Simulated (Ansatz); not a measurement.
# Hypothetical I4/mmm Ge, response to strain

Take Ge (space group I4/mmm, No. 139; a = 7.051 Å, c = 4.073 Å; a hypothetical phase, not in the database extracts checked) as the base. Axes: x, y, z lie along a, b, c of the conventional cell.

Strains are applied to the cell and any free atomic positions relax; under biaxial strain the out-of-plane vector relaxes too.

Level of theory: PBE in Ansatz (plane waves to 420 eV, PAW, no SOC).

Notes on the quantities. energy relative to the base: free energy F; pressure: mean of the normal stresses, compression positive.

```csv
case,energy relative to the base,shortest interatomic distance,pressure,space group
base,0 meV/atom,248.6 pm,0.0 GPa,I4/mmm (No. 139)
"biaxial strain −2.60 %, plane normal [001], relaxed out of plane",+12 meV/atom,246.9 pm,1.9 GPa,I4/mmm (No. 139)
"biaxial strain −0.14 %, plane normal [001], relaxed out of plane",0.0 meV/atom,248.5 pm,0.1 GPa,I4/mmm (No. 139)
"biaxial strain +0.26 %, plane normal [001], relaxed out of plane",+0.1 meV/atom,248.9 pm,-0.2 GPa,I4/mmm (No. 139)
"biaxial strain +0.82 %, plane normal [001], relaxed out of plane",+1.2 meV/atom,(withheld),-0.6 GPa,I4/mmm (No. 139)
"biaxial strain +1.83 %, plane normal [001], relaxed out of plane",+6.0 meV/atom,250.4 pm,(withheld),I4/mmm (No. 139)
"biaxial strain +3.74 %, plane normal [001], relaxed out of plane",+24 meV/atom,(withheld),-2.6 GPa,I4/mmm (No. 139)
isotropic strain +1.41 %,+7.3 meV/atom,252.4 pm,-2.1 GPa,I4/mmm (No. 139)
uniaxial strain ε_yy = −3.48 %,+9.3 meV/atom,246.1 pm,2.0 GPa,Immm (No. 71)
uniaxial strain ε_yy = −0.33 %,+0.1 meV/atom,248.3 pm,0.2 GPa,Immm (No. 71)
```

Problem. Some entries are withheld; estimate them.

Solution. 
- biaxial strain +0.82 %, plane normal [001], relaxed out of plane, shortest interatomic distance: 249.4 pm
- biaxial strain +1.83 %, plane normal [001], relaxed out of plane, pressure: -1.4 GPa
- biaxial strain +3.74 %, plane normal [001], relaxed out of plane, shortest interatomic distance: 252.3 pm

A biaxial case was relaxed in a doubled cell and then solved in the primitive one. The mesh was chosen for an insulator and is coarse for the gapless case. Without a gap, meshes like the base's 9×9×9 leave anisotropic stresses uncertain by several tenths of a GPa, and small strain energies with them. Stability against distortions was not tested.

Ansatz is a program for electronic structure.
